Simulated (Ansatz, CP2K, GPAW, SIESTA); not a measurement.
## SiO2 (P4_2/mnm, 6 atoms in the cell) computed with different codes at matched settings

Band-structure calculation.

```
CELL_PARAMETERS angstrom
      4.16205     0.00000     0.00000
      0.00000     4.16205     0.00000
      0.00000     0.00000     2.64824
ATOMIC_POSITIONS crystal
  Si 0.50000 0.50000 0.50000
  Si 0.00000 0.00000 0.00000
  O  0.69316 0.69316 0.00000
  O  0.30684 0.30684 0.00000
  O  0.80684 0.19316 0.50000
  O  0.19316 0.80684 0.50000
```

Shared settings, as Ansatz (a quantum-chemistry and plane-wave program) writes them: kpoints.mp_grid.grid = 4 4 6; scf.occupations.method = fixed. Potentials and cutoffs stand in the table.

```csv
code,model,gap along the path (eV),smallest direct gap (eV),cutoff
SIESTA,"GGA PBE, numerical atomic orbitals DZP, PseudoDojo PBE standard norm-conserving potentials (rewritten from UPF to PSML)",5.88,5.88,grid 350 Ry
CP2K,"PBE, GPW, DZVP-MOLOPT-SR-GTH basis, GTH-PBE potentials (GTH_POTENTIALS)",5.86,5.86,grid 450 Ry
GPAW,"PBE, GPAW PAW datasets PBE (gpaw-data 1.0.1)",5.98,5.98,900 eV
Ansatz,"PBE, default PAW files",5.93,5.93,default
```

The spread over the programs that give each value: gap along the path within 0.12 eV; smallest direct gap within 0.12 eV.

SIESTA and CP2K use small atom-centred bases, whose incompleteness enters pressures, forces and empty levels differently from a plane-wave cutoff.

The starting cell comes from a database of computed structures (which also holds hypothetical and non-ambient phases and stackings), without a prior relaxation at this level. Its lattice was rescaled by a random factor within 2.5 % of one.

Left out of this page: Quantum ESPRESSO, Elk and FLEUR (not drawn, or without a comparable value); ABINIT (failed or unconverged).

Keys are those of Ansatz 0.2.
